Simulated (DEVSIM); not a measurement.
Structure: Mo/HfO2/SiO2/n-Si capacitor, at 300 K.

```
layer (left to right)  material  thickness (nm)  Nd (cm⁻³)
---------------------  --------  --------------  ---------
1                          HfO2            26.0          -
2                          SiO2           0.770          -
3                            Si            1100     2.9e17
```

Metal gate on the left, work function 4.6 eV. Fixed charge at the semiconductor interface -1.2e11 cm⁻² (in units of +e); no interface traps.

Constants are typed, rounded textbook-type inputs, not results; the design itself was drawn at random and stands for no fabricated device. Values at 300 K.

```csv
parameter,HfO2,SiO2,Si
gap (eV),5.7,9,1.124
affinity (eV),2.5,0.9,4.05
permittivity,22,3.9,11.7
Nc (cm⁻³),-,-,2.86e19
Nv (cm⁻³),-,-,3.1e19
```

Model (solved in DEVSIM): 1D Poisson equation in equilibrium, Boltzmann statistics, complete ionisation; no quantum confinement or tunnelling. Metal contacts follow the ideal Schottky-Mott rule: no Fermi-level pinning, no interface dipoles.

The substrate doping was swept, all else fixed.

| substrate doping (cm^-3) | flat-band voltage (V) | threshold voltage (band bending 2φF) (V) | minimum of the low-frequency capacitance (μF/cm²) |
|---|---|---|---|
| 1.4e16 | 0.38 | -0.43 | 0.0423 |
| 2.9e16 | 0.40 | -0.50 | 0.0572 |
| 5.8e16 | 0.42 | -0.57 | 0.0775 |
| 1.4e17 | 0.44 | ? | ? |
| 2.9e17 | 0.46 | -0.88 | 0.143 |
| 5.8e17 | 0.48 | -1.10 | 0.182 |

**Question.** Fill in the missing entries.

**Answer.** 
- 1.4e17, threshold voltage (band bending 2φF) (V): -0.71
- 1.4e17, minimum of the low-frequency capacitance (μF/cm²): 0.108
